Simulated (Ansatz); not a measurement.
**WAg (model structure, P4/mmm, No. 123, 2 atoms in the cell)**

Computed with PBEsol (PAW; Ansatz, a quantum-chemistry and plane-wave program).

Numerical settings: plane-wave cutoff 520 eV, 20×20×14 k mesh (along the axes of the cell as run), Fermi–Dirac smearing 0.05 eV, no spin polarisation, scalar-relativistic PAW data made under PBE.

Cell (relaxed at this level):

```
AgW
1.0
    2.66277     0.00000     0.00000
    0.00000     2.66277     0.00000
    0.00000     0.00000     4.47459
Ag W
1 1
Cartesian
  0.00000   0.00000   0.00000
  1.33139   1.33139   2.23730
```

| Item | Result |
|---|---|
| bulk modulus B0 | 215 GPa |

Note: the run has no spin polarisation, so it can have missed a magnetic state; the bulk modulus is −V dP/dV from two relaxed cells at ±2 % in volume; the relaxation could raise the start's symmetry but not lower it, so the cell can be a saddle point.

Spin–orbit coupling is not included.

Computed values are for the static lattice.

A model structure was made by putting elements into a prototype or built by hand; it is no filed structure, need not be a known phase, and can be a saddle point held by its symmetry.
